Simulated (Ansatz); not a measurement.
Ansatz (a first-principles code) run on CaC2 (Cm, 6 atoms in the cell): self-consistent single point.

Computed with PBEsol, default PAW files made with PBE (plane waves; Ansatz).

The change in words: lattice scaled by 0.98; kpoints.mp_grid.grid: 7 7 4 → 10 10 5. Reference geometry:
```xyz
6
Lattice="3.5896 -1.9210 0.0000 3.5896 1.9210 0.0000 -2.1707 0.0000 7.1142" Properties=species:S:1:pos:R:3 pbc="T T T"
Ca     4.0891     0.0000     5.4106
Ca     0.9194     0.0000     1.7536
C     -0.6562     0.0000     4.0146
C      5.6648     0.0000     3.0996
C      3.1176     0.0000     0.4144
C      1.8910     0.0000     6.6998
```

Reference input (self-consistent single point, DFT, PBEsol, plane waves, default PAW files made with PBE): basis.ecutwfc = 420 eV; kpoints.mp_grid.grid = 7 7 4; hamiltonian.xc = pbesol; hamiltonian.pseudopotentials = {kind: paw} (the program's default PAW files); scf.occupations.method = fixed. This run's input differs from it in these lines:

Ansatz 0.2 input:
```diff
@@ -2,12 +2,12 @@
   lattice:
-    - [3.58963700, -1.92104100, 0.00000000]
-    - [3.58963700, 1.92104100, 0.00000000]
-    - [-2.17074300, 0.00000000, 7.11421000]
+    - [3.51784400, -1.88262000, 0.00000000]
+    - [3.51784400, 1.88262000, 0.00000000]
+    - [-2.12732800, 0.00000000, 6.97192600]
   atoms:
-    - { symbol: Ca, position_ang: [4.08914830, -0.00000000, 5.41062704] }
-    - { symbol: Ca, position_ang: [0.91938268, 0.00000000, 1.75358162] }
-    - { symbol: C, position_ang: [-0.65622990, -0.00000000, 4.01461985] }
-    - { symbol: C, position_ang: [5.66476090, 0.00000000, 3.09959015] }
-    - { symbol: C, position_ang: [3.11758097, 0.00000000, 0.41440273] }
-    - { symbol: C, position_ang: [1.89095003, 0.00000000, 6.69980727] }
+    - { symbol: Ca, position_ang: [4.00736502, 0.00000000, 5.30241466] }
+    - { symbol: Ca, position_ang: [0.90099495, 0.00000000, 1.71851004] }
+    - { symbol: C, position_ang: [-0.64310526, -0.00000000, 3.93432756] }
+    - { symbol: C, position_ang: [5.55146526, -0.00000000, 3.03759844] }
+    - { symbol: C, position_ang: [3.05522912, -0.00000000, 0.40611469] }
+    - { symbol: C, position_ang: [1.85313088, 0.00000000, 6.56581131] }
 basis:
@@ -16,3 +16,3 @@
   mp_grid:
-    grid: [7, 7, 4]
+    grid: [10, 10, 5]
 hamiltonian:
```

Log, with long lists cut:

```
SCF iter   1: F=—  HF=-4573.750838 eV  |F-HF|=—  |Δ(HF+E_count)|=         —  Δρ=6.26e-3  dr2=4.30e-2  ethr=1.77e-3  ⟨swp⟩=4.1  Hψ=13824  notcnv=0  defer=420
all-band conjugate gradients solve this SCF's bands
preconditioner: auto → Resta (q_TF=auto, 2.332 Å⁻¹)
SCF iter   2: F=—  HF=-4573.741362 eV  |F-HF|=—  |Δ(HF+E_count)|=   9.48e-3  Δρ=2.34e-3  dr2=5.70e-3  ethr=1.19e-4  ⟨swp⟩=2.0  Hψ=5654  notcnv=0  defer=563
   [... lines left out ...]
SCF iter   4: F=—  HF=-4573.741255 eV  |F-HF|=—  |Δ(HF+E_count)|=   1.14e-4  Δρ=1.49e-4  dr2=3.09e-5  ethr=8.55e-7  ⟨swp⟩=3.0  Hψ=5690  notcnv=0  defer=564
SCF iter   5: F=—  HF=-4573.741264 eV  |F-HF|=—  |Δ(HF+E_count)|=   8.31e-6  Δρ=1.30e-4  dr2=2.59e-5  ethr=8.59e-8  ⟨swp⟩=2.0  Hψ=4576  notcnv=0  defer=272
SCF iter   6: F=—  HF=-4573.741260 eV  |F-HF|=—  |Δ(HF+E_count)|=   3.69e-6  Δρ=2.39e-5  dr2=5.09e-7  ethr=7.20e-8  ⟨swp⟩=2.0  Hψ=4427  notcnv=0  defer=270
SCF iter   7: F=-4573.741260 eV  HF=-4573.741260 eV  |F-HF|=1.44e-8  |Δ(HF+E_count)|=   2.84e-7  Δρ=8.09e-6  dr2=7.28e-8  ethr=2.78e-10  ⟨swp⟩=13.5  Hψ=24018  notcnv=0
SCF 1 converged in 7 iterations: F = -4573.741260 eV  dr2 = 7.28e-8
Free energy (F): -4573.741260 eV
Internal energy: -4573.741260 eV  (E = F + TS)
E sigma→0 (E₀):  -4573.741260 eV
Fermi energy:    4.622647 eV
--- Forces (eV/Å), atoms counted from 1 ---
  atom   1  Ca     0.07030128     0.00000000    -0.37993590
  atom   2  Ca    -0.03905480     0.00000000     0.17610972
  atom   3  C      1.49015254     0.00000000     1.72465268
  atom   4  C     -1.49359258     0.00000000    -1.62741811
  atom   5  C     -1.62265327     0.00000000     1.38423221
  atom   6  C      1.59475983     0.00000000    -1.27767157
--- Stress (GPa, compression-positive) ---
        5.844949       0.000000      -0.020953
        0.000000       0.477644       0.000000
       -0.020954       0.000000       5.345606
  P = ⅓ Tr σ = 3.8894 GPa (38.894 kbar)
  The stress holds the Pulay correction. Without it, at fixed plane waves, as pw.x and ABINIT print it: P = 3.6636 GPa
```

The run converged in 7 iterations. Against the reference run the free energy goes up by 4.5 meV/atom, the pressure goes from -2.11 to 3.89 GPa, the largest force goes from 0.402 to 2.279 eV/Å and the gap on the mesh goes from 2.212 to 2.123 eV.

The starting cell comes from a database of computed structures (which also holds hypothetical and non-ambient phases and stackings), without a prior relaxation at this level. Its lattice was rescaled by up to half a per cent. One atom was moved a little off its site on purpose. For this run, on top of that: lattice scaled by 0.98. With a pressure of about 4 GPa the cell is away from its equilibrium volume at this level. Forces in this geometry exceed 1 eV/Å. Ansatz's pressure includes its estimate of the finite-basis (Pulay) stress. Another mesh or the band path of this cell gives a smaller gap, so this value is not converged in the mesh.
